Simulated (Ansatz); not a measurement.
# CsCl-type SmAg

All values below come from r²SCAN+rVV10 (plane waves, PAW; Ansatz, a program for electronic structure).

Numerical settings: plane-wave cutoff 560 eV, 16×16×16 k mesh, Fermi–Dirac smearing 0.05 eV, spin-polarised with parallel moments, scalar-relativistic PAW data made under PBE.

Cell: relaxed at this level.

| Item | Value |
|---|---|
| equilibrium lattice constant a | 3.753 Å |

Note: the magnetic order was assumed, not searched for or taken from measurement; the 4f shell is treated without U or exact exchange, so its levels and filling can be wrong; the volume lies 7 % above that of the published cell.

Spin–orbit coupling is not included.

The computed numbers hold no vibrational or temperature effects.

Cost on a shared machine: roughly 4 core-minutes.
